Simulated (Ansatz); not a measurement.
System: N-vacancy pair (N on one host O site, one O site vacant) in monoclinic ZrO2 (charge state +1). Computed with PBE, PAW (plane waves to 420 eV; Ansatz, a program for electronic structure).

96-site cell at the relaxed PBE lattice, the Γ point alone, smearing 0.01 eV, spin-restricted, no finite-size correction. No zero-point or tunnelling terms. The charge state is imposed; whether it is stable for some Fermi level was not computed. Forms of the defect that were not tried may lie lower. The start lies 0.57 eV above the lowest site run (PBE).

Barriers: single points on a 2×2×2 k-point mesh shifted by half a step at the bands' geometries.

The step: the N atom itself jumps into the vacancy (N-vacancy distance between ideal sites 2.60 Å throughout). Atoms about the jump, Cartesian Å from the middle of the jump, before and after:

```json
[
 {"atom": "N1", "x0": "0.47", "y0": "0.81", "z0": "-0.63", "x1": "-0.47", "y1": "-0.81", "z1": "0.63"},
 {"atom": "Zr2", "x0": "-1.24", "y0": "-0.10", "z0": "-1.23", "x1": "-1.46", "y1": "-0.33", "z1": "-1.13"},
 {"atom": "Zr3", "x0": "1.46", "y0": "0.33", "z0": "1.13", "x1": "1.24", "y1": "0.10", "z1": "1.23"},
 {"atom": "O4", "x0": "0.01", "y0": "1.61", "z0": "1.94", "x1": "0.04", "y1": "1.72", "z1": "1.82"},
 {"atom": "O5", "x0": "-0.04", "y0": "-1.72", "z0": "-1.82", "x1": "-0.01", "y1": "-1.61", "z1": "-1.94"},
 {"atom": "O6", "x0": "-2.35", "y0": "1.35", "z0": "0.12", "x1": "-2.39", "y1": "1.35", "z1": "0.11"},
 {"atom": "O7", "x0": "2.39", "y0": "-1.35", "z0": "-0.11", "x1": "2.35", "y1": "-1.35", "z1": "-0.12"},
 {"atom": "O8", "x0": "2.95", "y0": "1.36", "z0": "0.18", "x1": "2.45", "y1": "1.33", "z1": "-0.02"},
 {"atom": "O9", "x0": "-2.45", "y0": "-1.33", "z0": "0.02", "x1": "-2.95", "y1": "-1.36", "z1": "-0.18"},
 {"atom": "Zr10", "x0": "1.62", "y0": "2.30", "z0": "-1.49", "x1": "1.82", "y1": "2.56", "z1": "-1.65"},
 {"atom": "Zr11", "x0": "-1.82", "y0": "-2.56", "z0": "1.65", "x1": "-1.62", "y1": "-2.30", "z1": "1.49"},
 {"atom": "O12", "x0": "-1.94", "y0": "1.30", "z0": "-2.57", "x1": "-1.93", "y1": "1.24", "z1": "-2.51"},
 {"atom": "O13", "x0": "1.93", "y0": "-1.24", "z0": "2.51", "x1": "1.94", "y1": "-1.30", "z1": "2.57"}
]
```

**Question.** Where do these atoms stand at the saddle point, and how high is it?

**Answer.** 
```
atom      x      y      z
----  -----  -----  -----
N1     0.00   0.00   0.00
Zr2   -1.44  -0.23  -1.21
Zr3    1.43   0.23   1.21
O4     0.10   1.78   1.92
O5    -0.10  -1.78  -1.93
O6    -2.44   1.39   0.12
O7     2.44  -1.38  -0.13
O8     2.73   1.40   0.06
O9    -2.73  -1.40  -0.06
Zr10   1.79   2.50  -1.59
Zr11  -1.79  -2.49   1.59
O12   -1.96   1.28  -2.57
O13    1.96  -1.28   2.56
```
It lies 1.43 eV above the start and 1.43 eV above the end. The saddle point's order was not checked, and it lies on a symmetry element of the cell, where a band can be held.
